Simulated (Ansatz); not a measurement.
The reference is MgO in the rock salt structure (space group Fm-3m, No. 225; a = 4.159 Å).

Level of theory: plane-wave PAW DFT at the LDA level (Ansatz, a program for electronic structure, 420 eV), no SOC.

For the base:

The gap character is direct at Γ.

Now apply this change: the cell is scaled by 1.0300 in all directions; the atoms relax in the strained cell.

Question: Predict the new energy relative to the base.

Answer: The energy increases by 36 meV/atom.

Question: What does the calculation give for the mean gap deformation potential ΔEg/Δln V after the change?

Answer: The mean gap deformation potential ΔEg/Δln V amounts to -9.6 eV.

Question: What does the calculation give for the gap character after the change?

Answer: The gap character stays direct at Γ.

No phonon test of stability was made.
